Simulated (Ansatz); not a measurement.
The parent structure is Al in the fcc (Cu type) structure (space group Fm-3m, No. 225; a = 3.994 Å; relaxed with 0.1 eV smearing). Axes: x, y, z lie along the cube axes.

Calculations: Ansatz (a first-principles code) r2SCAN, scalar-relativistic without spin-orbit coupling.

Strains are applied to the cell and any free atomic positions relax; under biaxial strain the out-of-plane vector relaxes too.

One change was made to it. Results:

```json
[
 {"quantity": "pressure (mean of the normal stresses, compression positive)", "base": "0.0 GPa", "after": "-1.9 GPa"},
 {"quantity": "energy relative to the base (free energy F)", "base": "0 meV/atom", "after": "+6.1 meV/atom"}
]
```

Which change produced these results?
(A) biaxial strain +2.08 %, plane normal [111], relaxed out of plane
(B) biaxial strain +2.50 %, plane normal [111], relaxed out of plane
(C) biaxial strain +1.25 %, plane normal [111], relaxed out of plane

A, biaxial strain +2.08 %, plane normal [111], relaxed out of plane. For comparison, the energy relative to the base in the other runs: biaxial strain +2.50 %, plane normal [111], relaxed out of plane gives +8.7 meV/atom; biaxial strain +1.25 %, plane normal [111], relaxed out of plane gives +2.2 meV/atom.

No phonon test of stability was made.
